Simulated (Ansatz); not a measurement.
## Pressure series in TiO2

Base system: TiO2 in the anatase structure (space group I4_1/amd, No. 141; a = 3.778 Å, c = 9.589 Å).

Cell and atoms are relaxed at each pressure.

Level of theory: Ansatz (an electronic-structure program) r2SCAN, scalar-relativistic without spin-orbit coupling, earlier PAW set.

```
pressure (GPa)  volume per atom (Å³/atom)
--------------  -------------------------
-2                                 11.528
-1                                 11.466
0                                  11.405
0.3                                     ?
0.7                                11.364
1.5                                11.317
3                                  11.230
7.5                                10.982
10                                 10.851
```

Q: Fit the third-order Birch–Murnaghan form P(V) = (3B₀/2)[(V₀/V)^(7/3) − (V₀/V)^(5/3)]·[1 + (3/4)(B₀′ − 4)((V₀/V)^(2/3) − 1)] (squares taken in P) to the rows shown and predict the withheld row.

A: Least squares on the printed values gives V₀ = 11.406 Å³/atom, B₀ = 190 GPa, B₀′ = 2.2; this predicts 11.388 Å³/atom, and the run gives 11.388 Å³/atom, in agreement.

Load acts through the strain it causes; cell and atoms are relaxed under it. Whether these cells are dynamically stable was not tested. Competing high-pressure phases were not computed. The final runs are not spin-polarised.
